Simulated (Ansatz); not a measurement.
Levels about the gap of amorphous Si₃₄N₃₆ (70 atoms in a cell of 820 Å³, 2.95 g/cm³; zone centre alone, so wide bands show as single levels with stretches between that a denser mesh fills), at the geometry that PBE relaxed, where it gives 0.0 GPa on a denser mesh. The participation number counts the atoms over which a state spreads; weights are charges in smoothed Voronoi cells. The levels come from a single point, so bond lengths are those of that geometry. Method of the levels: PBE, scalar-relativistic without spin-orbit coupling (Ansatz, a first-principles code). Sampling: the zone centre alone; Fermi-Dirac width 0.02 eV; no spin polarisation. The usual formal charges leave 28 electrons over, so the level spacing at the Fermi energy parts defect or band states and needn't be the band gap.

The cell was made by melting and quenching with the CHGNet potential and then relaxed with DFT. N atoms were pushed apart under 1.9 Å during the dynamics, to hinder bonds among them. The hot cell started wider than the set density and was brought back towards it in steps. It is the lowest in DFT energy of 2 quenches. It is a model cell: composition and starting density were chosen by hand, and all elements were melted together. No dispersion term was used. Its density started from a set value of 3.00 and ended at 2.95 g/cm³. Cooling (nominally 300 K/ps over its main leg) ran many orders faster than in experiment, which tends to leave more defects and strain. One small periodic cell is one sample of the glass; other quenches scatter about these values. Volume and shape were free in the relaxation. On a 2×2×2 Γ-centred mesh force components of up to 0.30 eV/Å stay, since the relaxation ran on the zone centre alone.

| E - E(highest filled), eV | filling | participation number | largest on | weight N | weight Si |
|---|---|---|---|---|---|
| -1.58 | filled | 33.7 | Si, 3 neighbours | 0.62 | 0.38 |
| -1.51 | filled | 17.3 | N, 3 neighbours | 0.74 | 0.26 |
| -1.27 | filled | 14.6 | Si, 3 neighbours | 0.48 | 0.52 |
| -0.96 | filled | 23.5 | Si, 3 neighbours | 0.46 | 0.54 |
| -0.67 | filled | 23.6 | N, 3 neighbours | 0.46 | 0.54 |
| -0.59 | filled | 18.7 | Si, 3 neighbours | 0.44 | 0.56 |
| 0.00 | filled | 13.6 | Si, 3 neighbours | 0.34 | 0.66 |
| 1.02 | empty | 12.1 | Si, 3 neighbours | 0.31 | 0.69 |
| 1.26 | empty | 20.8 | Si, 4 neighbours | 0.34 | 0.66 |
| 1.57 | empty | 38.3 | Si, 4 neighbours | 0.37 | 0.63 |
| 1.70 | empty | 35.5 | Si, 4 neighbours | 0.35 | 0.65 |
| 1.84 | empty | 42.8 | Si, 4 neighbours | 0.36 | 0.64 |
| 1.94 | empty | 36.2 | Si, 3 neighbours | 0.39 | 0.61 |
| 2.35 | empty | 37.3 | Si, 3 neighbours | 0.37 | 0.63 |

Most localised among these is the empty level at +1.02 eV, on a Si atom, which has 3 neighbours (N 1.71 Å, N 1.87 Å, N 1.92 Å).
